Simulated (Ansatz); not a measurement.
Ansatz (a first-principles code), DFT, PBE0, plane waves, its norm-conserving files: diamond-structure Si, atoms displaced (Si64), 64 atoms. Basis and mesh were picked for this test and aren't claimed converged.

```
Property                                                   Result
-----------------------------  ----------------------------------
cell                           10.86, 10.86, 10.86 Å; 90, 90, 90°
distance to the nearest atom                       2.25 to 2.37 Å
task                                                 single point
k mesh                                                      1×1×1
hamiltonian.xc                                               pbe0
kind of files                                                  nc
table of files                                             ansatz
scf.occupations.method                                      fixed
output.forces                                                true
memory maximum (--max-ram)                                 200GiB
accuracy                                         medium (default)
basis.precision                                    auto (default)
basis.xc_grid                                         2 (default)
scf.eigensolver.kind                               auto (default)
scf.mixing.algorithm                               auto (default)
scf.mixing.preconditioner                          auto (default)
scf.convergence.dr2_threshold                     1e-07 (default)
scf.lower_state_search                            light (default)
k-points after symmetry                                         1
bands at the start                                            192
electrons                                                     256
plane waves at Γ                                            31463
cutoff (eV)                                               489.805
FFT grid                                                 80×80×80
symmetry operations                                             1
```

Hardware: Arm Neoverse V2, 96 cores on 1 socket, no SMT, 1 L3 cache group.

Each time is the median wall time of two to five repeats, run one at a time on the otherwise empty machine; start-up is included. Unless noted, each process is bound to its own block of adjacent cores. Build: release build for Arm (Neoverse V2), one process with threads. Other compilers and libraries give other times. Scratch files lie in a memory file system.

All on 88 threads. Base settings, kept where nothing else is said: scf.exx.build = auto (default) (scf.exx.ecutfock_ratio, scf.exx.scdm_threshold not set). The candidates, on 88 cores each, agree within 1.0 meV/atom in energy, 10 meV/Å in forces (largest component):
A. scf.exx.build = pair_densities, scf.exx.ecutfock_ratio = 2
B. scf.exx.build = pair_densities, scf.exx.ecutfock_ratio = 1
C. scf.exx.scdm_threshold = 0.02
D. the base settings

**Question.** Which of these settings finishes first?

**Answer.** B and D, at 5.8 s, level within 8 % or the scatter of repeats. At the other end C takes 2.3× as long.

```csv
candidate,wall time,repeats,"SCF iterations (all cycles of the run, searches included)"
B,5.8 s,3 runs within 1 %,22
D,5.8 s,3 runs within 1 %,22
A,6.7 s,3 runs within 1 %,21
C,13 s,3 runs within 1 %,47
```

From the slowest to the fastest: The largest move is in building exact exchange (ace_build): 4.0 s to 0.31 s.

Keys are those of Ansatz 0.2.
